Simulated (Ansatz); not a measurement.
Consider the following.

```xyz
5
Lattice="3.9812 0.0000 0.0000 0.0000 3.9812 0.0000 0.0000 0.0000 3.9266" Properties=species:S:1:pos:R:3 pbc="T T T"
Ba     0.0000     0.0000     0.0000
Ti     1.9906     1.9906     1.9633
O      0.0000     1.9906     1.9633
O      1.9906     1.9906     0.0000
O      1.9906     0.0000     1.9633
```

No spin polarisation.

All numbers come from PBEsol (Ansatz, a first-principles code), scalar-relativistic without spin-orbit coupling. Γ-centred 8×8×8 mesh, Fermi–Dirac width 0.05 eV.

Q: Predict the smallest direct gap and band gap.

A: Smallest direct gap: 1.87 eV
Band gap: 1.80 eV

Load acts through the strain it causes; cell and atoms are relaxed under it. Beyond what the load breaks, stability against distortions was not tested. All final runs are without spin polarisation. The cell was made from BaTiO3 in the cubic perovskite structure (space group Pm-3m, No. 221) by this change: uniaxial stress, 3 GPa compression along z. Many cubic perovskites are stable only at high temperature; tilts and polar distortions were not tested. This is not the structure that BaTiO3 has at room temperature and ambient pressure.
